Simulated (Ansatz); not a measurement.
Method: PBE (plane waves to 420 eV, PAW; Ansatz, a quantum-chemistry and plane-wave program).

Electrostatic potential energy of an electron, averaged over planes parallel to the surface, in eV from the Fermi level, for Li on the 1x1 (0001) surface of hcp Ru, one in a 1x1 cell, started at the site 'hollow Ru-Ru-Ru over Ru at depth 2.1 Å':

(z (Å), V (eV)): (5.10, 5.03); (5.38, 5.03); (5.67, 5.03); (5.95, 5.03); (6.23, 5.02); (6.52, 5.01); (6.80, 4.98); (7.08, 4.92); (7.37, 4.81); (7.65, 4.57); (7.93, 4.09); (8.22, 3.12); (8.50, 1.11); (8.78, -3.63); (9.07, -13.81); (9.35, -24.28); (9.63, -27.89); (9.92, -22.09); (10.20, -11.16); (10.48, -3.34); (10.77, -3.26); (11.05, -10.86); (11.33, -21.94); (11.62, -28.20); (11.90, -25.22); (12.18, -15.06); (12.47, -5.02); (12.75, -1.81); (13.03, -5.20); (13.32, -15.34); (13.60, -25.38); (13.88, -28.07); (14.17, -21.51); (14.45, -10.39); (14.73, -2.94); (15.02, -2.94); (15.30, -10.44); (15.58, -21.48); (15.87, -27.75); (16.15, -24.71); (16.43, -14.47); (16.72, -4.12); (17.00, 0.28); (17.28, 0.88); (17.57, -1.30); (17.85, -4.64); (18.13, -6.12); (18.42, -4.49); (18.70, -1.50); (18.98, 0.40); (19.27, 1.54); (19.55, 2.32); (19.83, 2.83); (20.12, 3.14); (20.40, 3.34); (20.68, 3.45); (20.97, 3.52); (21.25, 3.56); (21.53, 3.59); (21.82, 3.60); (22.10, 3.61); (22.38, 3.61)

Model: 5-atom slab, 6.3 Å thick at the start under the adsorbate (thin: gaps and levels are the slab's own), 12x12x1 mesh, Fermi-Dirac 0.1 eV, dipole correction, 2 atoms held, the rest relaxed; start symmetry kept, larger cells not searched; no spin, no spin-orbit, no U, no dispersion correction. At the end it is bonded to 3 Ru. In PBE it is, or lies within 0.03 eV of, the lowest of the starts that converged.

**Question.** The surface cell has an area of 6.41 Å². What dipole along the normal does the step between the two vacuum levels imply?

**Answer.** the top vacuum level lies 1.42 eV below the bottom one; p = −ε₀ A ΔV (ε₀ = 0.005526 e/(V·Å)) gives 0.05 e·Å a cell.
